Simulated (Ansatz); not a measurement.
**What Pt → Ni does to PtGe**

Start from PtGe (space group Pnma, No. 62; a = 5.7716 Å, b = 3.7129 Å, c = 6.1281 Å).

Perturbation: every Pt is replaced by Ni, then cell and atoms are relaxed.

Computed with r2SCAN/PAW in Ansatz (a first-principles code), no SOC, earlier PAW set. Γ-centred 9×14×8 mesh, Fermi–Dirac width 0.05 eV, for the changed cell.

| quantity | base | changed | shift |
|---|---|---|---|
| volume per atom | 16.42 Å³ | 13.29 Å³ | -3.120 Å³ |
| density | 13.54 g/cm³ | 8.20 g/cm³ | -5.34 g/cm³ |
| space group | Pnma (No. 62) | Pnma (No. 62) | – |
| band gap | zero | zero | – |

Final structure:

```
NiGe
1.0
    5.32639     0.00000     0.00000
    0.00000     3.44168     0.00000
    0.00000     0.00000     5.80188
Ni Ge
4 4
Direct
  0.00492   0.25000   0.19205
  0.50492   0.25000   0.30795
  0.99508   0.75000   0.80795
  0.49508   0.75000   0.69205
  0.19034   0.25000   0.58570
  0.69034   0.25000   0.91430
  0.80966   0.75000   0.41430
  0.30966   0.75000   0.08570
```

Cost of the whole job for the changed cell (relaxation, final SCF and bands): very roughly 40 core-minutes.

Stability against distortions was not tested. Starting moments died away, wholly or in part, for Pt → Ni; another magnetic solution may exist. The final runs are not spin-polarised.
